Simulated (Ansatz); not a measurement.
The (221) surface of alpha gallium in its 1x1 cell, outermost plane spacing 0.23 Å in the ideal cut

Calculation: PBE (plane waves to 420 eV, PAW; Ansatz, an electronic-structure program).

Model: 24-atom slab, 9.9 Å thick at the start (thin: gaps and levels are the slab's own), 9x4x1 mesh, Fermi-Dirac 0.1 eV, dipole correction, all atoms relaxed; held to the start's symmetry, so lower structures may exist; no spin, no spin-orbit, no U.

```yaml
surface energy (mean of both faces): 39 meV/Å²
surface_energy_before_relaxation: 0.73 J/m²
work_function_of_the_top_face: 4.11 eV
energy_released_by_relaxation: 0.59 eV
cost: about 80 core-minutes (a rough figure)
```
